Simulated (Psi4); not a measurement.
Psi4 1.11, HF/def2-svp: W(O)(NMe)(OH)2 (C[N]=[W](=[O])([OH])[OH]), 11 atoms. The geometry is a generated start, not checked to be a minimum at this level.

```yaml
task: energy
method: scf
basis: def2-svp
memory: 3 GB
maxiter: 100
keys_of_the_molecule_block: symmetry c1
scf_type: df (default)
guess: auto, which took SAD (default)
scf_initial_accelerator: adiis (default)
e_convergence: 1e-06 (default)
d_convergence: 1e-06 (default)
effective_core_potentials: those of the basis set, past Kr
basis_functions: 127
```

```xyz
11

W     -0.0170    -0.3935     0.9824
O      1.4900    -0.7383     1.6766
N      0.1370     0.2646    -0.6773
C      0.5423     0.7535    -1.9579
H     -0.3034     1.1970    -2.4994
H      1.3208     1.5204    -1.8536
H      0.9480    -0.0584    -2.5732
O     -0.9658    -2.0523     0.9352
H     -0.8224    -2.8856     1.4132
O     -0.9843     0.7895     2.0906
H     -1.3451     1.6031     2.4634
```

Charge 0 and multiplicity 1 are set for this test and not shown to be the ground state.

One run each on 2 threads. Values of diis_max_vecs tried: 3, 6, 10 (default), 20.

Problem. Which value of diis_max_vecs needs the fewest SCF iterations, and what happens away from it?

Solution. Fewest SCF iterations, within one of each other: 6 with 13, 10 (default) with 12, 20 with 12. The count rises to 21 at 3. All converge to one solution.

| diis_max_vecs | SCF iterations | end |
|---|---|---|
| 3 | 21 | same solution |
| 6 | 13 | same solution |
| 10 (default) | 12 | same solution |
| 20 | 12 | same solution |
